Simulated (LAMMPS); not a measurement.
LAMMPS 22 Jul 2025, classical MD, Tersoff (SiC.tersoff): SiC, 10648 atoms.

- task: MD, nve
- potential: Tersoff, SiC.tersoff
- copies of the repeat unit: 11×11×11
- shape (slab and sphere leave vacuum in the box): bulk
- steps: 2000
- timestep: 1 fs
- thermo: 50
- newton: on (default)
- atom_modify sort (bins of 2 Å where set): 1000 (default)
- comm_style: brick (default)
- box: 48.0 × 48.0 × 48.0 Å
- start: generated zinc blende lattice, warmed in an untimed run

All runs start from one configuration, warmed at this fixed volume for 1000 steps under a thermostat at 300 K. The run at a skin of 2 Å has a mean temperature of 299 K and a mean pressure of -3.5 GPa.

Single runs; times are not shown.

With neigh_modify every 1 delay 0 check yes, skins of 0.1, 0.3, 0.5, 1, 1.5, 2, 3 Å were run. Further schedules:
- skin 0.3 Å, every 20 delay 0 check no
- skin 0.3 Å, every 100 delay 0 check no
- skin 2 Å, every 100 delay 0 check no
- skin 0.3 Å, every 10 delay 0 check yes
- skin 1 Å, every 100 delay 0 check no
- skin 2 Å, every 1 delay 10 check yes
- skin 1 Å, every 10 delay 0 check yes

A schedule rebuilds too seldom if it shows a dangerous build, rebuilds less often than the check at every step does at that skin, or fails.

Task: How often does the distance check rebuild the lists at each skin, and which schedules rebuild too seldom?

Result: With the check at every step the rebuilds are 669 at 0.1 Å, 245 at 0.3 Å, 126 at 0.5 Å, 0 at 1 Å, 0 at 1.5 Å, 0 at 2 Å, 0 at 3 Å. Too seldom: skin 0.3 Å, every 20 delay 0 check no; skin 0.3 Å, every 100 delay 0 check no; skin 0.3 Å, every 10 delay 0 check yes.

| setting | rebuilds | dangerous builds | list entries an atom | change of the total energy (meV/atom) |
|---|---|---|---|---|
| skin 0.1 Å, every 1 delay 0 check yes | 669 | — | 11.7 | +0.063 |
| skin 0.3 Å, every 1 delay 0 check yes | 245 | — | 16.0 | +0.063 |
| skin 0.5 Å, every 1 delay 0 check yes | 126 | — | 16.1 | +0.063 |
| skin 1 Å, every 1 delay 0 check yes | 0 | — | 28.0 | +0.063 |
| skin 1.5 Å, every 1 delay 0 check yes | 0 | — | 34.0 | +0.063 |
| skin 2 Å, every 1 delay 0 check yes | 0 | — | 46.0 | +0.063 |
| skin 3 Å, every 1 delay 0 check yes | 0 | — | 86.0 | +0.063 |
| skin 0.3 Å, every 20 delay 0 check no | 100 | not counted | 16.0 | +0.063 |
| skin 0.3 Å, every 100 delay 0 check no | 20 | not counted | 16.0 | +0.063 |
| skin 2 Å, every 100 delay 0 check no | 20 | not counted | 46.0 | +0.063 |
| skin 0.3 Å, every 10 delay 0 check yes | 200 | 200 | 16.0 | +0.063 |
| skin 1 Å, every 100 delay 0 check no | 20 | not counted | 28.0 | +0.063 |
| skin 2 Å, every 1 delay 10 check yes | 0 | 0 | 46.0 | +0.063 |
| skin 1 Å, every 10 delay 0 check yes | 0 | 0 | 28.0 | +0.063 |

Where the energy changes as in the checked runs, the late rebuilds cost nothing that shows in this run. List entries are as LAMMPS prints them (Ave neighs/atom).
